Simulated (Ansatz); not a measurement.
Relaxation of the outer planes of the (11-22) surface of hcp Mg in its 1x1 cell, outermost plane spacing 1.36 Å in the ideal cut.

Computed with PBE (plane waves to 420 eV, PAW; Ansatz, a program for electronic structure).

Set-up: 16 atoms, 9.5 Å thick at the start (thin: gaps and levels are the slab's own); mesh 7x6x1; 0.1 eV smearing; dipole correction on; all atoms relaxed; held to the start's symmetry, so lower structures may exist; no spin, no spin-orbit, no U.

```json
[
 {"plane": "1", "atoms": "2 Mg", "bulk spacing to the next (Å)": "1.361", "relaxed spacing (Å)": "1.153", "change (%)": "-15.3", "rumpling (Å)": "0.00"},
 {"plane": "2", "atoms": "2 Mg", "bulk spacing to the next (Å)": "1.361", "relaxed spacing (Å)": "1.519", "change (%)": "11.6", "rumpling (Å)": "0.00"}
]
```
